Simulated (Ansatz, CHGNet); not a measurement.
For rock-salt VN (cubic form, which distorts at low temperature), the machine-learned potential CHGNet 0.3.0 (trained on PBE and PBE+U data) gives:

| Item | Value |
|---|---|
| lattice parameter a | 4.127 Å |
| zone-centre TO phonon frequency | 181 cm⁻¹ |
| elastic constant C11 | 285 GPa |
| elastic constant C44 | 5.0 GPa |
| polycrystal shear modulus | 16.0 GPa |

Question: What does PBE (plane waves, PAW; Ansatz, a first-principles code) give for the same quantities?

Answer: 
- lattice constant a: 4.117 Å (falls by 0.2 %)
- zone-centre TO phonon frequency: 357 cm⁻¹ (goes up by 97 %)
- elastic constant C11: 623 GPa (rises by 120 %)
- elastic constant C44: 135 GPa (rises by 2600 %)
- Voigt–Reuss–Hill shear modulus: 168 GPa (rises by 950 %)

For comparison: lattice constant a 4.136 Å (measured, room temperature, no zero-point or thermal correction; as tabulated in Friedrich, Winkler, Juarez-Arellano, Bayarjargal, Materials 4, 1648 (2011)); elastic constant C11 533 GPa (measured, temperature not stated, not corrected to a static lattice, single-crystal film on MgO(001), surface acoustic waves; as tabulated in Holec et al. (2012), arXiv:1111.2737); elastic constant C44 133 GPa (measured, temperature not stated, not corrected to a static lattice, single-crystal film on MgO(001), surface acoustic waves; as tabulated in Holec et al. (2012), arXiv:1111.2737).

Changes are worked out from the printed values.

Unless a cell is named, each level is at its own relaxed cell (CHGNet 0.3.0 8.78, PBE 8.72 Å³/atom).

The crystal itself was run without spin with PBE.

Caveats: symmetry holds this phase in the static calculation, where it need not be a minimum (PBE). Ansatz's density-functional and Hartree–Fock values are scalar-relativistic unless marked +SOC, with PAW data made under PBE.
